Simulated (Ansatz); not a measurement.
Take GaN in the zinc blende structure (space group F-43m, No. 216; a = 4.4982 Å) as the base.

Levels (all Ansatz, an electronic-structure program, PAW, earlier PAW set): r2SCAN (500 eV, spin-orbit coupling left out); HSE06 (420 eV, no spin-orbit coupling).

Its gap is 2.17 eV with r2SCAN and 3.00 eV with HSE06.

It is then changed as follows: a hydrostatic pressure of 7.5 GPa.

With r2SCAN the gap becomes 2.41 eV.

**Question.** If the HSE06 correction stayed the same, what would the HSE06 gap be, and what does the HSE06 run give?

**Answer.** A rigid correction of +0.83 eV gives 3.24 eV. The HSE06 run gives 3.26 eV, so the two effects roughly add.

Single points use the geometry relaxed with r2SCAN. Load acts through the strain it causes; cell and atoms are relaxed under it. Whether these cells are dynamically stable was not tested. Tetrahedral semiconductors of this kind turn to denser phases somewhere between about 1 and 50 GPa; those were not computed, so compressed cells here can lie past the real transition. This is not the structure that GaN has at room temperature and ambient pressure.
